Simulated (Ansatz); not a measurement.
Base system: BeS in the zinc blende structure (space group F-43m, No. 216).

```yaml
crystal:
  lattice:
    - [0.00000, 2.41896, 2.41896]
    - [2.41896, 0.00000, 2.41896]
    - [2.41896, 2.41896, 0.00000]
  atoms:
    - { symbol: S, position: [0.25000, 0.25000, 0.25000] }
    - { symbol: Be, position: [0.00000, 0.00000, 0.00000] }
```

All numbers come from Ansatz (an electronic-structure program), PBEsol, PAW, cutoff 420 eV, without spin-orbit coupling.

Base values:

| Property | Value |
|---|---|
| Electron mass | 0.80 mₑ along k, 0.28 mₑ across (at X) |
| Pressure | 0.00 GPa |
| Band gap | 2.91 eV |
| Gap character | indirect, Γ → X |

Modification: an isotropic linear strain of +0.73 %, atoms relaxed at fixed cell.

Task: Estimate the effect on the electron mass, pressure, band gap and gap character.

Result: The electron mass becomes 0.81 mₑ along k, 0.28 mₑ across (at X) (base: 0.80 mₑ along k, 0.28 mₑ across (at X)); the pressure goes from zero to -2.03 GPa; the band gap goes up by 0.05 eV to 2.96 eV; the gap character remains indirect, Γ → X.

Masses are band curvatures over ±0.01 Å⁻¹ around the edge. Along k means along the line from Γ to the band edge. No phonon test of stability was made.
